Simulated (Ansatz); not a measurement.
**TaSi (model structure, started from the NbAs type, I4₁md, No. 109, 4 atoms in the cell): properties by level of theory**

```csv
level (code),equilibrium lattice constant a (Å),lattice parameter c (Å)
PBE (Ansatz),[?],[?]
PBEsol (Ansatz),3.386,11.616
PBE-D3(BJ) (Ansatz),3.386,[?]
```

Task: What belongs in the gaps?

Result: 
- PBE (Ansatz, a first-principles code), equilibrium lattice constant a (Å): 3.413
- PBE (Ansatz), lattice parameter c (Å): 11.750
- PBE-D3(BJ) (Ansatz), lattice parameter c (Å): 11.589

Ansatz's density-functional and Hartree–Fock values are scalar-relativistic unless marked +SOC, with PAW data made under PBE.

Static lattice: no zero-point or thermal effects.

A model structure was made by putting elements into a prototype or built by hand; it is no filed structure, need not be a known phase, and can be a saddle point held by its symmetry.
